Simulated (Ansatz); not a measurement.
Functionals compared on H2O on the 1x1 (101) surface of anatase TiO2 (cut with top plane O), one in a 2x1 cell, started at the site 'hollow O-O-O over O at depth 4.4 Å', in Ansatz (plane waves, PAW). The structure was relaxed with PBE; the other rows are single points on it, each with its references at the same level. Cutoff 420 eV (500 eV for r2SCAN). HSE06 used the coarser mesh 2x3x1.

Host crystal: anatase TiO2, with a band gap (PBE, scalar-relativistic without spin-orbit coupling).

Model: 39-atom slab, 9.4 Å thick at the start under the adsorbate (thin: gaps and levels are the slab's own), 3x4x1 mesh, Fermi-Dirac 0.01 eV, dipole correction, 14 atoms held, the rest relaxed; no symmetry held; no spin, no spin-orbit, no U, no dispersion correction. At the end it is bonded to Ti. In PBE it is, or lies within 0.03 eV of, the lowest of the starts that converged. These notes are the PBE run's. Adsorption energies are against H2O(g). A negative adsorption energy means that the adsorbate is more stable on the surface than in its reference.

A dash marks a value that is undefined for that row or was read on another mesh.

```csv
functional,adsorption energy (eV),gap of the slab on its k-mesh (eV),highest filled level below the top vacuum level (eV),rough cost of the single point
PBE,-0.61,2.50,6.85,–
RPBE,-0.38,2.54,6.72,roughly 110 core-seconds
r2SCAN,-0.82,2.86,7.18,roughly 4 core-minutes
HSE06,-0.65,–,–,very roughly 50 core-minutes
```

Ansatz is a program for electronic structure.
